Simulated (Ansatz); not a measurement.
Consider this model of amorphous IGZO (In6Ga12Zn6O33).

```xyz
57
Lattice="8.9692 0.0000 0.0000 0.0000 8.9692 0.0000 0.0000 0.0000 8.9692" Properties=species:S:1:pos:R:3 pbc="T T T"
In     3.2328     1.7449     8.0881
In     3.5741     8.2630     5.8939
In     6.7083     1.6153     4.4302
In     7.1074     7.6749     2.2031
In     3.7989     8.9545     2.8004
In     4.4343     7.0764     8.8326
Ga     8.8183     7.7703     5.4112
Ga     1.6435     5.4599     1.0284
Ga     5.8817     2.0478     1.3961
Ga     5.0373     5.2858     2.3532
Ga     0.4472     2.8948     0.1142
Ga     3.2322     3.0913     2.0141
Ga     8.2746     4.2791     2.7451
Ga     2.0206     5.7406     4.0306
Ga     6.8145     5.3824     5.0200
Ga     4.0291     4.8059     6.0107
Ga     3.1075     2.2625     4.9765
Ga     0.7923     8.3473     8.9449
Zn     0.5241     1.0275     2.7232
Zn     7.0406     5.5903     8.8724
Zn     0.2182     1.3675     6.3786
Zn     0.2184     4.9099     6.8747
Zn     6.6691     0.2103     7.8724
Zn     6.4081     3.1432     7.2648
O      7.0204     1.4555     6.4061
O      6.4426     0.7284     2.5959
O      6.8506     2.1043     8.8654
O      4.5341     0.9341     4.6209
O      2.5573     4.1005     5.0394
O      0.4202     3.0433     7.2385
O      4.0664     1.4289     1.1053
O      8.8321     0.5277     4.5463
O      2.3948     1.8280     3.1965
O      0.0278     5.0275     8.9632
O      6.6710     7.5871     8.9612
O      4.8820     7.3285     2.0862
O      8.7465     2.7184     1.8755
O      5.1012     3.3054     2.5466
O      3.1074     5.0565     2.4553
O      4.4906     8.9429     7.6991
O      7.5724     3.6944     4.3683
O      0.0464     8.3794     1.6938
O      2.3071     1.0949     6.2038
O      1.3931     1.1448     0.0451
O      2.6882     7.5814     4.0980
O      5.1197     5.1397     0.3567
O      0.6873     5.5105     2.7159
O      2.2130     7.1015     0.3055
O      2.2770     3.6280     0.4637
O      6.9683     5.5152     2.2266
O      4.3862     3.0963     6.7350
O      0.8451     6.1820     5.5477
O      3.7928     6.3969     6.8578
O      7.2846     7.1421     4.5497
O      7.0456     4.9707     6.8467
O      8.9019     8.4167     7.2316
O      5.0580     5.3086     4.4971
```

The numbers are results of PBE, scalar-relativistic without spin-orbit coupling (plane waves to 420 eV, PAW; Ansatz, a first-principles code), not measurements.

The cell was made by melting and quenching with the CHGNet potential and then relaxed with DFT. O atoms were pushed apart under 1.9 Å during the dynamics, to hinder bonds among them. It is the lowest in DFT energy of 2 quenches. It is a model cell: composition and starting density were chosen by hand, and all elements were melted together. No dispersion term was used. Its density started from a set value of 5.59 and ended at 5.63 g/cm³. The quench (nominally 170 K/ps over its main leg) was far faster than any real one, so the model tends to hold more defects than a real film. One small periodic cell is one sample of the glass; other quenches scatter about these values. The volume was free in the relaxation, at fixed shape. Stress components on the final sampling reach 3.2 GPa.

Bonds are counted up to In-In 3.12 Å, In-Ga 2.90 Å, In-Zn 2.90 Å, In-O 2.62 Å, Ga-Ga 2.68 Å, Ga-Zn 2.68 Å, Ga-O 2.46 Å, Zn-Zn 2.68 Å, Zn-O 2.58 Å, O-O 1.58 Å. Two cations that share two anions don't count as bonded, nor two that share one unless they lie closer than In-In 3.04 Å, In-Ga 2.82 Å, In-Zn 2.82 Å, Ga-Ga 2.61 Å, Ga-Zn 2.61 Å, Zn-Zn 2.61 Å.

Give the coordination numbers, mean bond lengths and angles.


```json
{
  "Mean coordination of In by anions": "5.50 (3 with 5, 3 with 6)",
  "Mean coordination of Ga by anions": "4.58 (6 with 4, 5 with 5, 1 with 6)",
  "Mean coordination of Zn by anions": "4.50 (3 with 4, 3 with 5)",
  "Mean coordination of O": "3.48 (17 with 3, 16 with 4)",
  "Mean Ga-O bond": "1.943 Å (spread 0.094 Å, 55 counted)",
  "Mean In-O bond": "2.214 Å (spread 0.104 Å, 33 counted)",
  "Mean Zn-O bond": "2.066 Å (spread 0.122 Å, 27 counted)",
  "Bond angle at In": "mean 105.2°, spread 29.5°",
  "Bond angle at Ga": "mean 107.3°, spread 24.2°",
  "Bond angle at Zn": "mean 107.4°, spread 24.1°",
  "Bond angle at O": "mean 110.8°, spread 16.3°"
}
```

List the pairs of like atoms that count as bonded by the rules above.

There are none by these rules.

What Bader charges do the atoms carry, from a run on the zone centre alone?

Means (range): In +1.84 e (+1.80 to +1.89), Ga +1.84 e (+1.80 to +1.91), Zn +1.26 e (+1.24 to +1.28), O -1.23 e (-1.26 to -1.19).
```
atom  charge (e)
----  ----------
In1        +1.86
In2        +1.80
In3        +1.83
In4        +1.89
In5        +1.81
In6        +1.84
Ga7        +1.81
Ga8        +1.85
Ga9        +1.80
Ga10       +1.91
Ga11       +1.86
Ga12       +1.83
Ga13       +1.84
Ga14       +1.89
Ga15       +1.80
Ga16       +1.81
Ga17       +1.82
Ga18       +1.84
Zn19       +1.28
Zn20       +1.25
Zn21       +1.28
Zn22       +1.26
Zn23       +1.26
Zn24       +1.24
O25        -1.19
O26        -1.23
O27        -1.22
O28        -1.22
O29        -1.24
O30        -1.21
O31        -1.25
O32        -1.23
O33        -1.23
O34        -1.26
O35        -1.23
O36        -1.21
O37        -1.24
O38        -1.25
O39        -1.25
O40        -1.21
O41        -1.24
O42        -1.21
O43        -1.22
O44        -1.26
O45        -1.20
O46        -1.19
O47        -1.25
O48        -1.25
O49        -1.25
O50        -1.25
O51        -1.23
O52        -1.22
O53        -1.22
O54        -1.24
O55        -1.24
O56        -1.26
O57        -1.26
```
